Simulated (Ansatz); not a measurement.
A computed series for LaAs: element substitutions

The reference is LaAs in the rock salt structure (space group Fm-3m, No. 225; a = 6.2010 Å; a model cell).

Each row replaces one element on all its sites; cell and atoms are relaxed.

The values are results of r2SCAN (Ansatz, a first-principles code, PAW, no spin-orbit coupling), not measurements.

```tsv
variant	band gap	volume per atom
base	0.08 eV	29.81 Å³
As → B	zero	23.16 Å³
La → Ba	zero	?
As → P	0.11 eV	27.97 Å³
```

Q: Some entries are withheld; estimate them.

A: 
- La → Ba, volume per atom: 37.77 Å³

Stability against distortions was not tested. As relaxed here, LaB and BaAs are hypothetical phases, not in the database extracts checked. All final runs are without spin polarisation. An odd electron count without spin: BaAs. The zero or small gap of LaAs and LaP can change with the level of theory.
